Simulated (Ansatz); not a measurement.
Si (Fd-3m), HSE06 with spin-orbit coupling, rigid bands (Ansatz, a first-principles code). Band gap 1.12 eV, N_c = 2.88e19 cm⁻³ and N_v = 2.05e19 cm⁻³ at 300 K, conductivity masses of 0.275 mₑ (electrons) and 0.363 mₑ (holes). Take k_BT = 0.02585 eV.

Task: What built-in voltage has an abrupt junction with N_A = 1e16 and N_D = 1e17 cm⁻³, all dopants ionised?

Result: V_bi = E_g/e − (k_BT/e) ln(N_c N_v/(N_A N_D)) = 1.12 − 0.02585 × 13.29 = 0.78 V, for the computed gap.

Task: What thermal injection velocity √(2k_BT/πm) limits a ballistic channel?

Result: 1.03e7 cm/s for electrons and 8.93e6 cm/s for holes, a ratio of √(m_h/m_e) = 1.15, for dilute carriers.

Task: A film of it is 3 nm thick. Estimate the confinement energies in an infinite well.

Result: ħ²π²/(2m t²) = 0.376 eV·nm²/(m/mₑ × t²) gives 152 meV for electrons and 115 meV for holes, so the gap would widen to about 1.39 eV. Finite barriers and nonparabolic bands lower this, and with several valleys or bands the heaviest mass along the normal sets the lowest level, not this average.

Rigid bands with the computed gap; masses take one relaxation time for all states. Geometry: cell and atoms relaxed with PBEsol.
